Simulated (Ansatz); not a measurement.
Start from CsBr in the zinc blende structure (space group F-43m, No. 216; a hypothetical phase, not in the database extracts checked).

```
CsBr
1.0
    0.00000     4.00856     4.00856
    4.00856     0.00000     4.00856
    4.00856     4.00856     0.00000
Br Cs
1 1
Direct
  0.75000   0.75000   0.75000
  0.00000   0.00000   0.00000
```

Cartesian axes are those of the cell as printed.

Calculations: PBEsol, PAW, 420 eV (Ansatz, an electronic-structure program; scalar-relativistic without spin-orbit coupling).

For the base:

- Pressure = 0.00 GPa

One thing is altered: the cell is stretched by 1.02 % along z with no lateral relaxation, atoms relaxed at fixed cell.

Problem. How does this affect the energy relative to the base?

Solution. The energy stays essentially unchanged.

Problem. What happens to the pressure?

Solution. The pressure (mean of the normal stresses, compression positive) goes from zero to -0.08 GPa.

The cells carry an imposed strain or load. Stability against distortions was not tested.
